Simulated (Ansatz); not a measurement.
System: YGeO (model structure, started from the ZrSiS type, P4/nmm, No. 129, 6 atoms in the cell). Method: PBEsol (PAW; Ansatz, a program for electronic structure).

Run with plane-wave cutoff 520 eV, 16×16×8 k mesh (along the axes of the cell as run), Fermi–Dirac smearing 0.05 eV, scalar-relativistic PAW data made under PBE.

Cell (relaxed at this level):

```
CELL_PARAMETERS angstrom
      3.43154     0.00000     0.00000
      0.00000     3.43154     0.00000
      0.00000     0.00000     7.96931
ATOMIC_POSITIONS crystal
  Y  0.00000 0.50000 0.66877
  Y  0.50000 0.00000 0.33123
  Ge 0.00000 0.00000 0.00000
  Ge 0.50000 0.50000 0.00000
  O  0.50000 0.00000 0.61164
  O  0.00000 0.50000 0.38836
```

**Question.** Predict the bulk modulus.

**Answer.** 
- bulk modulus: 116 GPa

The run finds no gap.

Note: the bulk modulus is −V dP/dV from two relaxed cells at ±2 % in volume; the relaxation could raise the start's symmetry but not lower it, so the cell can be a saddle point.

It cost about 18 core-minutes (a rough figure) of CPU time.

A model structure was made by putting elements into a prototype or built by hand; it is no filed structure, need not be a known phase, and can be a saddle point held by its symmetry.
